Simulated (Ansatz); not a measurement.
Take PbZrO3 in the cubic perovskite structure (space group Pm-3m, No. 221; a = 4.141 Å; a cell from a computed database, its experimental status unchecked) as the base.

It is then changed as follows: a hydrostatic pressure of 1.5 GPa.

Levels (all Ansatz, a first-principles code, PAW): PBEsol (420 eV, scalar-relativistic without spin-orbit coupling); PBEsol+SOC (420 eV, noncollinear with spin-orbit coupling).

The geometry is relaxed with PBEsol.

| Property | Result |
|---|---|
| PBEsol lowest conduction level above the VBM at special points | X 2.36 eV; Γ 3.72 eV; M 4.34 eV; R 5.74 eV |
| PBEsol gap character | direct at X |

Predict the lowest conduction level above the VBM at special points, hole mass and gap character from PBEsol+SOC.

The lowest conduction level above the VBM at special points changes from X 2.36 eV; Γ 3.72 eV; M 4.34 eV; R 5.74 eV to X 2.02 eV; Γ 3.67 eV; M 3.18 eV; R 4.38 eV; the hole mass amounts to 0.23 mₑ along k, 0.77 mₑ across (at X); the gap character is still direct at X.

Single points use the geometry relaxed with PBEsol. The spin-orbit shifts are approximate. Spin-orbit coupling, missing from the scalar runs, can matter with Pb. Load acts through the strain it causes; cell and atoms are relaxed under it. Effective masses come from finite differences of ±0.01 Å⁻¹. Along k means along the line from Γ to the band edge. No phonon test of stability was made. Many cubic perovskites are stable only at high temperature; tilts and polar distortions were not tested.
